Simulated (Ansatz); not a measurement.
System: fluorite AuAl₂. Method: PBE-D3(BJ) (plane waves, PAW; Ansatz, a program for electronic structure).

Settings: plane-wave cutoff 520 eV, 16×16×16 k mesh, Fermi–Dirac smearing 0.05 eV, scalar-relativistic PAW data made under PBE.

Energies at three volumes about the minimum:

| V (Å³/atom) | E − E_lowest (meV/atom) |
|---|---|
| 17.579 | 2.68 |
| 17.937 | 0.00 |
| 18.296 | 2.49 |

Q: Fit a parabola by hand: where is the minimum, what lattice constant follows, and what is the bulk modulus?

A: Slopes: (0.00 − 2.68)/(17.937 − 17.579) = -7.486 and (2.49 − 0.00)/(18.296 − 17.937) = 6.936 meV/Å³. Curvature E″ = 2 × (6.936 − (-7.486))/(18.296 − 17.579) = 40.229 meV/Å⁶. From the middle of the first interval, the slope vanishes at V0 = 17.7580 − (-7.486)/40.229 = 17.944 Å³/atom. B = V0 E″ = 17.944 × 40.229 meV/Å³ × 0.1602 GPa per meV/Å³ = 116 GPa. With 12 atoms in the cube, a = (12 × 17.944)^(1/3) = 5.994 Å. The full Birch–Murnaghan fit to all volumes gives V0 = 17.937 Å³/atom and B0 = 115 GPa.
